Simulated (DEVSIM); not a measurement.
# Schottky contact on p-type Si

System: Schottky contact on p-type Si, at 300 K.

| layer (left to right) | material | thickness (μm) | Na (cm⁻³) | τn (s) | τp (s) |
|---|---|---|---|---|---|
| 1 | Si | 0.570 | 1.5e16 | 1.4e-7 | 1.4e-7 |

Left contact: Schottky, work function 4.494 eV, emission velocity 1.9e6 cm/s. Right contact: ohmic. Voltage is applied to the left contact. Recombination: SRH at mid-gap, radiative. Mobility is constant in doping.

This is a model device: material constants are rounded textbook-type values typed into the input, and sizes, dopings and lifetimes were drawn at random. Values at 300 K.

| parameter | Si |
|---|---|
| gap (eV) | 1.124 |
| affinity (eV) | 4.05 |
| permittivity | 11.7 |
| Nc (cm⁻³) | 2.86e19 |
| Nv (cm⁻³) | 3.1e19 |
| μn (cm²/Vs) | 1417 |
| μp (cm²/Vs) | 470 |
| B (cm³/s) | 4.7e-15 |

DEVSIM, 1D drift-diffusion, Boltzmann statistics, complete ionisation; no tunnelling, impact ionisation, image-force lowering or self-heating. Metal contacts follow the ideal Schottky-Mott rule: no Fermi-level pinning, no interface dipoles.

The potential step across the device at zero bias is 0.483 V. The largest field in the device at zero bias is 46000 V/cm and the dark forward voltage at 1 A/cm² comes out as 0.269 V. The dark forward voltage at 100 A/cm² comes out as 0.395 V.

Small-signal capacitance in reverse bias (quasi-static):

```
V (V)  C (nF/cm²)
-----  ----------
0.2          43.6
0.5          36.1
1            29.2
1.5          25.2
2            22.5
3            19.2
4            18.3
5            18.2
6.5          18.2
8            18.2
10           18.2
```

Dark forward current:

```json
[
 {"V (V)": "-0.05", "J (A/cm²)": "-0.00019"},
 {"V (V)": "-0.10", "J (A/cm²)": "-0.0015"},
 {"V (V)": "-0.15", "J (A/cm²)": "-0.011"},
 {"V (V)": "-0.20", "J (A/cm²)": "-0.072"},
 {"V (V)": "-0.25", "J (A/cm²)": "-0.49"},
 {"V (V)": "-0.30", "J (A/cm²)": "-3.3"},
 {"V (V)": "-0.35", "J (A/cm²)": "-21"},
 {"V (V)": "-0.40", "J (A/cm²)": "-120"},
 {"V (V)": "-0.45", "J (A/cm²)": "-430"},
 {"V (V)": "-0.50", "J (A/cm²)": "-990"},
 {"V (V)": "-0.55", "J (A/cm²)": "-1700"},
 {"V (V)": "-0.60", "J (A/cm²)": "-2500"}
]
```
